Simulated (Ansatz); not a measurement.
Start from ZnS in the zinc blende structure (space group F-43m, No. 216; a = 5.389 Å). Axes: x, y, z lie along the cube axes.

All numbers come from Ansatz (a first-principles code) r2SCAN, no spin-orbit coupling.

One thing is altered: a pure shear with ε_xy = ε_yx = 0.0086, atoms relaxed at fixed cell.

### Question
Predict the stress tensor and what it implies for the stiffness.

### Answer
Stress of the strained cell less that of the base (GPa, compression positive):
```
   0.01   -0.86    0.00
  -0.86    0.01    0.00
   0.00    0.00    0.00
```

Then −Δσ/γ with γ = 2ε = 0.0172 gives relaxed-ion elastic constants: C66 ≈ 50 GPa.

Whether these cells are dynamically stable was not tested.
